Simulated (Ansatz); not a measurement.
# Pressure series in NaCl

Base system: NaCl in the rock salt structure (space group Fm-3m, No. 225; a = 5.601 Å).

Cell and atoms are relaxed at each pressure.

The values are results of PBEsol in Ansatz (plane waves to 420 eV, PAW, no spin-orbit coupling), earlier PAW set, not measurements.

Base values:

The width of the top valence band is 0.80 eV.

### Question
The aim is a width of the top valence band between 2.49 eV and 2.60 eV. Which of these changes reaches it?
(A) pressure −1 GPa
(B) pressure 7 GPa
(C) pressure 100 GPa
(D) pressure 3 GPa

### Answer
C, pressure 100 GPa. It gives 2.55 eV; pressure −1 GPa gives 0.74 eV; pressure 7 GPa gives 1.08 eV; pressure 3 GPa gives 0.93 eV. Changes not listed may reach it too

The levels and masses belong to the bands next to the band gap. Load acts through the strain it causes; cell and atoms are relaxed under it. Stability against distortions was not tested. Competing high-pressure phases were not computed.

Ansatz is a quantum-chemistry and plane-wave program.
